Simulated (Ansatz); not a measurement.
Consider SrO in the rock salt structure (space group Fm-3m, No. 225; a = 5.195 Å).

(Cell as relaxed with PBE.)

Levels (all Ansatz, an electronic-structure program, PAW): PBE (420 eV, no SOC); PBEsol (420 eV, scalar-relativistic without spin-orbit coupling).

Each level relaxes its own structure.

```json
[
 {"base": "volume per atom", "PBE": "17.52 Å³", "PBEsol": "16.80 Å³"},
 {"base": "lattice parameter a", "PBE": "5.195 Å", "PBEsol": "5.122 Å"},
 {"base": "band gap", "PBE": "3.33 eV", "PBEsol": "3.20 eV"}
]
```

Perturbation: electrons 2.0×10^21 cm⁻³, on a uniform background at fixed cell.

```json
[
 {"quantity": "valley order (the lowest conduction-band minima on the path, energy above the VBM, named in the base's zone)", "PBE": "X along ⟨100⟩ 3.31 eV; Γ 3.75 eV", "PBEsol": "…"},
 {"quantity": "shift of the gap caused by the change", "PBE": "-0.02 eV", "PBEsol": "…"}
]
```

Problem. Given the PBE results, estimate those of PBEsol.

Solution. 
- valley order (the lowest conduction-band minima on the path, energy above the VBM, named in the base's zone), PBEsol: X along ⟨100⟩ 3.18 eV; Γ 3.90 eV
- shift of the gap caused by the change, PBEsol: -0.01 eV

Both order the valleys alike. Neither level is exact; PBEsol is the comparison here, not a measurement.

Carriers are added with a uniform compensating background; total energy and stress of such cells depend on the potential's zero and are not compared; many-body gap narrowing is missing at this level. Whether these cells are dynamically stable was not tested.
